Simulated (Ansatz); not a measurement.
The reference is C in the diamond structure (space group Fd-3m, No. 227; a = 3.5538 Å). Axes: x, y, z lie along the cube axes.

All numbers come from PBEsol, PAW, 420 eV (Ansatz, a first-principles code; scalar-relativistic without spin-orbit coupling).

Strains are applied to the cell and any free atomic positions relax; under biaxial strain the out-of-plane vector relaxes too.

One change was made to it. Results:

The volume per atom increases by 0.25 Å³ (5.61 Å³ → 5.86 Å³); the energy grows by 24 meV/atom.

Task: Which of these changes matches the shifts?
A. biaxial strain +3.00 %, plane normal [001], relaxed out of plane
B. biaxial strain −1.50 %, plane normal [001], relaxed out of plane
C. biaxial strain +2.50 %, plane normal [001], relaxed out of plane

Result: C, biaxial strain +2.50 %, plane normal [001], relaxed out of plane. For comparison, the energy relative to the base in the other runs: biaxial strain −1.50 %, plane normal [001], relaxed out of plane gives +9.5 meV/atom; biaxial strain +3.00 %, plane normal [001], relaxed out of plane gives +35 meV/atom.

Stability against distortions was not tested.
